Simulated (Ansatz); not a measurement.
Take C in the diamond structure (space group Fd-3m, No. 227; a = 3.5716 Å) as the base. Axes: x, y, z lie along the cube axes.

Now apply this change: uniaxial stress, 3 GPa tension along z, with the cell and atoms free to relax against it.

Computed with PBE (Ansatz, a quantum-chemistry and plane-wave program, PAW, no spin-orbit coupling), earlier PAW set.

Q: Give the band edges at the high-symmetry points of the new zone, measured from its valence-band maximum.

A: 
| point | valence edge (eV) | conduction edge (eV) |
|---|---|---|
| Γ | 0.00 | 5.54 |
| X | -6.30 | 4.71 |
| P | -8.29 | 10.53 |
| N | -2.78 | 8.40 |
| M | -6.26 | 4.79 |
| S | -5.31 | 5.71 |
| S₀ | -5.31 | 5.71 |
| R | -8.29 | 10.59 |
| G | -8.29 | 10.59 |

The gap is 4.08 eV, indirect, Γ → Γ–X (75 % along).

Load acts through the strain it causes; cell and atoms are relaxed under it. Stability under load was not tested beyond the relaxation. k-point labels follow each cell's own Brillouin zone.
